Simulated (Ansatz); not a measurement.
System: CsCl-type RuAl. Method: r²SCAN-D4 in Ansatz (PAW).

Input file:

Ansatz 0.2 input:
```yaml
crystal:
  lattice:
    - [2.9139442486, 0.0, 0.0]
    - [0.0, 2.9139442486, 0.0]
    - [0.0, 0.0, 2.9139442486]
  atoms:
    - { symbol: Al, position: [0.5, 0.5, 0.5] }
    - { symbol: Ru, position: [0.0, 0.0, 0.0] }
basis:
  ecutwfc: 560
  ecutrho_ratio: 4
  xc_grid: 3
kpoints:
  mp_grid: { grid: [18, 18, 18] }
hamiltonian:
  xc: r2scan
  dispersion: d4
  pseudopotentials: { kind: paw }
scf:
  occupations: { method: fermi_dirac, width: 0.05 }
  convergence: { dr2_threshold: 0.0000000002 }
output:
  forces: true
  stress: true
  eigenvalues: true
```

Task: How many irreducible k-points, plane waves at Γ does the program set up, and what pressure does the run end with?

Result: 220 irreducible k-points, 739 plane waves at Γ; P = 15.97 GPa, so the cell is compressed on average and its volume would grow at this level.

The run printed, among other lines:

```
Crystal: 2 atoms, lattice volume = 24.743 Å³
Basis set: ecut = 560 eV, 739 PW (Γ), exchange–correlation on 72×72×72 points (27 copies of the dense FFT grid, shifted against one another)
Bands: 14, of which v1, the nominal top of the filled ones, is band 10 counted from 1 (9 counted from 0)
Symmetry: 48 space group operations
Space group: Pm-3m (ITA 221), of the structure as read, at distance tolerance 2.9e-5 Å
k-points: 220 of 5832
Functional: x = r2scan, c = r2scan; τ floored in thin density (d = 2e-4 eV/Å³)
SCF iter   1: F=—  HF=-6432.776196 eV  |F-HF|=—  |Δ(HF+E_count)|=         —  Δρ=7.20e-3  dr2=6.01e-3  dr2_τ=2.78e-2
SCF iter   2: F=—  HF=-6432.799864 eV  |F-HF|=—  |Δ(HF+E_count)|=   2.37e-2  Δρ=3.78e-3  dr2=2.13e-3  dr2_τ=9.48e-5
  ...
SCF iter   7: F=—  HF=-6432.799775 eV  |F-HF|=—  |Δ(HF+E_count)|=   8.11e-7  Δρ=1.63e-6  dr2=6.61e-10  dr2_τ=4.17e-10
SCF iter   8: F=-6432.799775 eV  HF=-6432.799775 eV  |F-HF|=1.82e-12  |Δ(HF+E_count)|=  6.46e-11  Δρ=3.25e-7  dr2=1.65e-11  dr2_τ=8.37e-13
SCF 1 converged in 8 iterations: F = -6432.799775 eV  dr2 = 1.65e-11
SCF converged after 8 iterations
Free energy (F): -6432.799775 eV
Internal energy: -6432.789287 eV  (E = F + TS)
E sigma→0 (E₀):  -6432.794531 eV
Fermi energy:    17.545263 eV
--- Forces (eV/Å), atoms counted from 1 ---
  atom   1  Al     0.00000000     0.00000000     0.00000000
  atom   2  Ru    -0.00000000    -0.00000000    -0.00000000
--- Stress (GPa, compression-positive) ---
       15.966152      -0.000000       0.000000
       -0.000000      15.966152       0.000000
        0.000000       0.000000      15.966152
  P = ⅓ Tr σ = 15.9662 GPa (159.662 kbar)
```

The cell is one volume of an energy–volume scan, off the minimum.

The PAW data were made under PBE.

Ansatz is a quantum-chemistry and plane-wave program.
